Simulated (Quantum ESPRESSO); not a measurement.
Worked example: self-consistent single point of S (P2/c, 32 atoms in the cell) in Quantum ESPRESSO.

Computed with PBEsol, GBRV 1.5 ultrasoft (PBESOL) pseudopotentials (plane waves; Quantum ESPRESSO).

The change in words: lattice scaled by 1.015. Reference geometry:
```yaml
crystal:
  lattice:
    - [8.31461, 0.00000, 0.00000]
    - [0.00000, 13.19863, 0.00000]
    - [-5.13013, 0.00000, 7.86406]
  atoms:
    - { symbol: S, position: [0.64559, 0.64862, 0.32038] }
    - { symbol: S, position: [0.35441, 0.35138, 0.67962] }
    - { symbol: S, position: [0.35441, 0.64862, 0.17962] }
    - { symbol: S, position: [0.64559, 0.35138, 0.82038] }
    - { symbol: S, position: [0.80587, 0.41878, 0.33682] }
    - { symbol: S, position: [0.19413, 0.58122, 0.66318] }
    - { symbol: S, position: [0.19413, 0.41878, 0.16318] }
    - { symbol: S, position: [0.80587, 0.58122, 0.83682] }
    - { symbol: S, position: [0.74032, 0.55282, 0.21367] }
    - { symbol: S, position: [0.25968, 0.44718, 0.78633] }
    - { symbol: S, position: [0.25968, 0.55282, 0.28633] }
    - { symbol: S, position: [0.74032, 0.44718, 0.71367] }
    - { symbol: S, position: [0.58268, 0.32224, 0.20184] }
    - { symbol: S, position: [0.41732, 0.67776, 0.79816] }
    - { symbol: S, position: [0.41732, 0.32224, 0.29816] }
    - { symbol: S, position: [0.58268, 0.67776, 0.70184] }
    - { symbol: S, position: [0.08007, 0.20250, 0.87862] }
    - { symbol: S, position: [0.91993, 0.79750, 0.12138] }
    - { symbol: S, position: [0.91993, 0.20250, 0.62138] }
    - { symbol: S, position: [0.08007, 0.79750, 0.37862] }
    - { symbol: S, position: [0.24075, 0.97205, 0.01955] }
    - { symbol: S, position: [0.75925, 0.02795, 0.98045] }
    - { symbol: S, position: [0.75925, 0.97205, 0.48045] }
    - { symbol: S, position: [0.24075, 0.02795, 0.51955] }
    - { symbol: S, position: [0.30427, 0.10685, 0.95993] }
    - { symbol: S, position: [0.69573, 0.89315, 0.04007] }
    - { symbol: S, position: [0.69573, 0.10685, 0.54007] }
    - { symbol: S, position: [0.30427, 0.89315, 0.45993] }
    - { symbol: S, position: [0.14543, 0.87679, 0.82037] }
    - { symbol: S, position: [0.85457, 0.12321, 0.17963] }
    - { symbol: S, position: [0.85457, 0.87679, 0.67963] }
    - { symbol: S, position: [0.14543, 0.12321, 0.32037] }
```

Reference input (self-consistent single point, DFT, PBEsol, plane waves, GBRV 1.5 ultrasoft (PBESOL) pseudopotentials): ecutwfc = 40 Ry; ecutrho = 200 Ry; occupations = smearing; smearing = gaussian; degauss = 0.0036749 Ry; potentials = {S: s_pbesol_v1.4.uspp.F.UPF}; K_POINTS = automatic 2 1 2 0 0 0; conv_thr = 1e-11 Ry. This run's input differs from it in these lines:

```diff
@@ -23,5 +23,5 @@
 CELL_PARAMETERS angstrom
-   8.3146120000     0.0000000000     0.0000000000
-   0.0000000000    13.1986340000     0.0000000000
-  -5.1301320000     0.0000000000     7.8640560000
+   8.4393310000     0.0000000000     0.0000000000
+   0.0000000000    13.3966140000     0.0000000000
+  -5.2070840000     0.0000000000     7.9820170000
 ATOMIC_POSITIONS crystal
```

Output (repeated stretches shortened):

```
     Self-consistent Calculation

     iteration #  1     ecut=    40.00 Ry     beta= 0.70

     Threshold (ethr) on eigenvalues was too large:
     Diagonalizing with lowered threshold

     total energy              =    -768.28420199 Ry
     estimated scf accuracy    <       0.40922496 Ry

     iteration #  2     ecut=    40.00 Ry     beta= 0.70

     total energy              =    -768.31955259 Ry
     estimated scf accuracy    <       0.02143969 Ry

     iteration #  3     ecut=    40.00 Ry     beta= 0.70
     c_bands:  2 eigenvalues not converged
     c_bands:  4 eigenvalues not converged
     c_bands:  1 eigenvalues not converged

     total energy              =    -768.32920279 Ry
     estimated scf accuracy    <       0.00299257 Ry

   [... 10 blocks of this kind left out ...]

     iteration # 14     ecut=    40.00 Ry     beta= 0.70

     total energy              =    -768.33047375 Ry
     estimated scf accuracy    <          1.1E-11 Ry

     iteration # 15     ecut=    40.00 Ry     beta= 0.70
     End of self-consistent calculation

     the Fermi energy is     3.8317 ev

!    total energy              =    -768.33047375 Ry
     estimated scf accuracy    <          1.3E-12 Ry
     smearing contrib. (-TS)   =      -0.00000000 Ry
     internal energy E=F+TS    =    -768.33047375 Ry

     convergence has been achieved in  15 iterations

     Forces acting on atoms (cartesian axes, Ry/au):

     atom    1 type  1   force =    -0.00000786    0.00216864    0.00288395
     atom    2 type  1   force =     0.00000786   -0.00216864   -0.00288395
     atom    3 type  1   force =     0.00000786    0.00216864   -0.00288395
     atom    4 type  1   force =    -0.00000786   -0.00216864    0.00288395
     atom    5 type  1   force =     0.00115327   -0.00084118    0.00363844
   [... 23 lines left out ...]
   [... lines left out ...]

     Total force =     0.023359     Total SCF correction =     0.000003

          total   stress  (Ry/bohr**3)                   (kbar)     P=        1.73
   0.00001185   0.00000000   0.00000095            1.74        0.00        0.14
   0.00000000   0.00001465   0.00000000            0.00        2.16        0.00
   0.00000095   0.00000000   0.00000881            0.14        0.00        1.30

   JOB DONE.
```

The run converged in 15 iterations. Against the reference run the free energy drops by 10.2 meV/atom, the pressure goes from 2.55 to 0.17 GPa, the largest force goes from 0.744 to 0.139 eV/Å and the gap on the mesh goes from 2.341 to 2.272 eV. The full log also holds: “c_bands:  4 eigenvalues not converged”.

The starting cell comes from a database of computed structures (which also holds hypothetical and non-ambient phases and stackings), without a prior relaxation at this level. Its lattice was rescaled by a random factor within 2.5 % of one. For this run, on top of that: lattice scaled by 1.015.

Cost on one core of a shared machine: roughly 20 min.
